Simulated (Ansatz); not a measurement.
Consider a periodic stack without vacuum, rutile IrO2 (1 0 0) on antifluorite Mg2Si (1 1 0) (film strained to the substrate, started from cuts of the bulks and a machine-learned relaxation; slabs Mg12Si6 and Ir8O16, which can lie off the formulas): substrate slab Mg12Si6, film Ir8O16, surface cells [[0, -1], [1, -1]] and [[1, 0], [1, 2]], film strained by -0.7 and +0.1 %, outermost planes MgSi/MgSi and O/O as cut, which need not be the usual terminations and can put a slab off its formula. Its start:

```yaml
crystal:
  lattice:
    - [4.49848, -0.00144, -0.10538]
    - [4.49772, 6.36068, -0.22370]
    - [-0.13751, -0.95395, 23.01967]
  atoms:
    - { symbol: Mg, position: [0.64895, 0.30087, 0.13016] }
    - { symbol: Mg, position: [0.25000, 0.23348, 0.02810] }
    - { symbol: Mg, position: [0.71820, 0.77611, 0.03064] }
    - { symbol: Mg, position: [0.15537, 0.79569, 0.13254] }
    - { symbol: Mg, position: [0.63803, 0.34058, 0.32748] }
    - { symbol: Mg, position: [0.14836, 0.31680, 0.23010] }
    - { symbol: Mg, position: [0.64953, 0.81665, 0.23067] }
    - { symbol: Mg, position: [0.14326, 0.83901, 0.32853] }
    - { symbol: Mg, position: [0.54060, 0.40960, 0.51860] }
    - { symbol: Mg, position: [0.11514, 0.37405, 0.42147] }
    - { symbol: Mg, position: [0.63025, 0.88150, 0.43575] }
    - { symbol: Mg, position: [0.97222, 0.70553, 0.61262] }
    - { symbol: Si, position: [0.40324, 0.04312, 0.13007] }
    - { symbol: Si, position: [0.45649, 0.49820, 0.99884] }
    - { symbol: Si, position: [0.39402, 0.08633, 0.32826] }
    - { symbol: Si, position: [0.39982, 0.56634, 0.22805] }
    - { symbol: Si, position: [0.29917, 0.15114, 0.55986] }
    - { symbol: Si, position: [0.38117, 0.61577, 0.42358] }
    - { symbol: Ir, position: [0.00936, 0.68376, 0.72930] }
    - { symbol: Ir, position: [0.51082, 0.18324, 0.72744] }
    - { symbol: Ir, position: [0.26427, 0.94473, 0.62001] }
    - { symbol: Ir, position: [0.82621, 0.38817, 0.62084] }
    - { symbol: O, position: [0.39065, 0.64955, 0.57307] }
    - { symbol: O, position: [0.39867, 0.16194, 0.49028] }
    - { symbol: O, position: [0.57116, 0.94325, 0.76840] }
    - { symbol: O, position: [0.07871, 0.44123, 0.76748] }
    - { symbol: O, position: [0.92590, 0.92138, 0.68224] }
    - { symbol: O, position: [0.42883, 0.42709, 0.68431] }
    - { symbol: O, position: [0.68229, 0.67168, 0.66762] }
    - { symbol: O, position: [0.16157, 0.17540, 0.67563] }
    - { symbol: Ir, position: [0.04210, 0.71107, 0.92804] }
    - { symbol: Ir, position: [0.50613, 0.24949, 0.92868] }
    - { symbol: Ir, position: [0.25130, 0.95703, 0.82926] }
    - { symbol: Ir, position: [0.75796, 0.45483, 0.82444] }
    - { symbol: O, position: [0.31937, 0.70019, 0.78783] }
    - { symbol: O, position: [0.82609, 0.19395, 0.78725] }
    - { symbol: O, position: [0.60365, 0.99044, 0.97647] }
    - { symbol: O, position: [0.79027, 0.50607, 0.02587] }
    - { symbol: O, position: [0.96944, 0.97179, 0.89471] }
    - { symbol: O, position: [0.42612, 0.46877, 0.87953] }
    - { symbol: O, position: [0.68526, 0.71157, 0.86541] }
    - { symbol: O, position: [0.18091, 0.21719, 0.86556] }
```

The start was prepared with a machine-learned potential, and the result is one local minimum, with the in-plane cell held and forces under 0.04 eV/Å; the film can end far from its bulk form.

Level of theory: PBE (plane waves to 420 eV, PAW; Ansatz, a quantum-chemistry and plane-wave program). Spin–orbit coupling is left out; the runs are not spin-polarised; PBE gaps are too small against experiment. Its k-point mesh 7×4×1, Fermi–Dirac width 0.05 eV.

Task: Predict the relaxed interface.

Result: 
| Property | Value |
|---|---|
| interface area | 28.6 Å² |
| period | 22.78 Å |
| heights between the nearest atoms of the two slabs at the two interfaces | -3.06 and -1.62 Å |
| Mg–O contacts across the interfaces within 1.22 times the sum of covalent radii | 10, mean 2.00 Å |
| Ir–Mg contacts across the interfaces within 1.22 times the sum of covalent radii | 10, mean 2.83 Å |
| Ir–Si contacts across the interfaces within 1.22 times the sum of covalent radii | 4, mean 2.27 Å |
| O–Si contacts across the interfaces within 1.22 times the sum of covalent radii | 2, mean 1.65 Å |
